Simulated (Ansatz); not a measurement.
# SnO2 (Pbcn, No. 60, 36 atoms in the cell; start mp-555487; a measured phase of this formula has another space group)

Calculation: LDA in Ansatz (PAW).

Numerical settings: plane-wave cutoff 520 eV, 6×6×2 k mesh (along the axes of the cell as run), Fermi–Dirac smearing 0.01 eV, scalar-relativistic PAW data made under PBE.

Cell (relaxed at this level):

```cif
data_O24Sn12
_chemical_formula_sum 'Sn12 O24'
_space_group_name_H-M_alt 'P 1'
_space_group_IT_number 1
_cell_length_a 4.68219
_cell_length_b 5.71953
_cell_length_c 15.82096
_cell_angle_alpha 90.000
_cell_angle_beta 90.000
_cell_angle_gamma 90.000
loop_
_space_group_symop_operation_xyz
  'x, y, z'
loop_
_atom_site_label
_atom_site_type_symbol
_atom_site_fract_x
_atom_site_fract_y
_atom_site_fract_z
_atom_site_occupancy
Sn1 Sn 0.99729 0.34664 0.41598 1
Sn2 Sn 0.00271 0.65336 0.58402 1
Sn3 Sn 0.50271 0.15336 0.91598 1
Sn4 Sn 0.49729 0.84664 0.08402 1
Sn5 Sn 0.49729 0.15336 0.58402 1
Sn6 Sn 0.50271 0.84664 0.41598 1
Sn7 Sn 0.00271 0.34664 0.08402 1
Sn8 Sn 0.99729 0.65336 0.91598 1
Sn9 Sn 0.00000 0.02618 0.25000 1
Sn10 Sn 0.00000 0.97382 0.75000 1
Sn11 Sn 0.50000 0.47382 0.75000 1
Sn12 Sn 0.50000 0.52618 0.25000 1
O1 O 0.21479 0.92822 0.86174 1
O2 O 0.78521 0.07178 0.13826 1
O3 O 0.28521 0.57178 0.36174 1
O4 O 0.71479 0.42822 0.63826 1
O5 O 0.71479 0.57178 0.13826 1
O6 O 0.28521 0.42822 0.86174 1
O7 O 0.78521 0.92822 0.63826 1
O8 O 0.21479 0.07178 0.36174 1
O9 O 0.27166 0.20081 0.69455 1
O10 O 0.72834 0.79919 0.30545 1
O11 O 0.22834 0.29919 0.19455 1
O12 O 0.77166 0.70081 0.80545 1
O13 O 0.77166 0.29919 0.30545 1
O14 O 0.22834 0.70081 0.69455 1
O15 O 0.72834 0.20081 0.80545 1
O16 O 0.27166 0.79919 0.19455 1
O17 O 0.71012 0.12368 0.47090 1
O18 O 0.28988 0.87632 0.52910 1
O19 O 0.78988 0.37632 0.97090 1
O20 O 0.21012 0.62368 0.02910 1
O21 O 0.21012 0.37632 0.52910 1
O22 O 0.78988 0.62368 0.47090 1
O23 O 0.28988 0.12368 0.02910 1
O24 O 0.71012 0.87632 0.97090 1
```

For SnO2 (Pbcn, No. 60, 36 atoms in the cell; start mp-555487; a measured phase of this formula has another space group), the band gap is 1.40 eV (on the SCF k mesh).

Note: the relaxation could not lower the start's symmetry, so the cell can be a saddle point above a distorted one.

Spin–orbit coupling is not included.

Computed values are for the static lattice.

A start named mp-… is a Materials Project structure, which need not be a measured phase.

Ansatz is a program for electronic structure.
